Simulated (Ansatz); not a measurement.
MgO (P6₃mc, No. 186, 4 atoms in the cell; start mp-549706; a measured phase of this formula has another space group)

The numbers are results of r²SCAN0 (Ansatz, a first-principles code, plane waves, PAW), not measurements.

Run with plane-wave cutoff 520 eV, 9×9×6 k mesh (along the axes of the cell as run), Fermi–Dirac smearing 0.01 eV, scalar-relativistic PAW data made under PBE.

Cell (relaxed with PBEsol):

```cif
data_Mg2O2
_chemical_formula_sum 'Mg2 O2'
_space_group_name_H-M_alt 'P63mc'
_space_group_IT_number 186
_space_group_name_Hall 'P 6c -2c'
_cell_length_a 3.30276
_cell_length_b 3.30276
_cell_length_c 5.02103
_cell_angle_alpha 90.000
_cell_angle_beta 90.000
_cell_angle_gamma 120.000
loop_
_atom_site_label
_atom_site_type_symbol
_atom_site_symmetry_multiplicity
_atom_site_Wyckoff_symbol
_atom_site_fract_x
_atom_site_fract_y
_atom_site_fract_z
_atom_site_occupancy
Mg1 Mg 2 b 0.33333 0.66667 0.00375 1
O1 O 2 b 0.33333 0.66667 0.40085 1
```

* **band gap**: 6.23 eV (on the SCF k mesh)

Note: cell and atoms aren't relaxed at this level (pressure -3.2 GPa).

Computed values are for the static lattice.

It cost very roughly 3.0 core-minutes of CPU time.

A start named mp-… is a Materials Project structure, which need not be a measured phase.
